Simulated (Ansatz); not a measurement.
**Response to strain in CdTe**

Consider CdTe in the zinc blende structure (space group F-43m, No. 216).

```
CdTe
1.0
    0.00000     3.20432     3.20432
    3.20432     0.00000     3.20432
    3.20432     3.20432     0.00000
Cd Te
1 1
Direct
  0.00000   0.00000   0.00000
  0.25000   0.25000   0.25000
```

Cartesian axes are those of the cell as printed.

Strains are applied to the cell and any free atomic positions relax; under biaxial strain the out-of-plane vector relaxes too.

Calculations: DFT with LDA, PAW potentials and a 420 eV plane-wave cutoff in Ansatz (a first-principles code), scalar-relativistic without spin-orbit coupling.

```csv
change,volume per atom,electron mass,band gap
base,32.90 Å³,0.050 mₑ (at Γ),0.61 eV
"biaxial strain −3.00 %, plane normal [001], relaxed out of plane",32.20 Å³,"0.061 mₑ out of plane, 0.049 mₑ in plane (at Γ)",0.57 eV
"biaxial strain −2.50 %, plane normal [001], relaxed out of plane",32.33 Å³,"0.059 mₑ out of plane, 0.049 mₑ in plane (at Γ)",0.58 eV
"biaxial strain −1.50 %, plane normal [001], relaxed out of plane",32.57 Å³,"0.056 mₑ out of plane, 0.050 mₑ in plane (at Γ)",0.60 eV
"biaxial strain −1.00 %, plane normal [001], relaxed out of plane",32.68 Å³,"0.054 mₑ out of plane, 0.050 mₑ in plane (at Γ)",0.60 eV
"biaxial strain +0.50 %, plane normal [001], relaxed out of plane",33.00 Å³,–,0.58 eV
"biaxial strain +1.00 %, plane normal [001], relaxed out of plane",33.10 Å³,"0.047 mₑ out of plane, 0.051 mₑ in plane (at Γ)",0.54 eV
"biaxial strain +1.50 %, plane normal [001], relaxed out of plane",33.19 Å³,"0.045 mₑ out of plane, 0.050 mₑ in plane (at Γ)",0.51 eV
"biaxial strain +2.00 %, plane normal [001], relaxed out of plane",33.27 Å³,"0.043 mₑ out of plane, 0.050 mₑ in plane (at Γ)",0.47 eV
"biaxial strain +3.00 %, plane normal [001], relaxed out of plane",33.43 Å³,"0.038 mₑ out of plane, 0.050 mₑ in plane (at Γ)",0.41 eV
```

Spin-orbit coupling, missing from the scalar runs, can matter with Te. Masses are band curvatures over ±0.01 Å⁻¹ around the edge. No phonon test of stability was made.
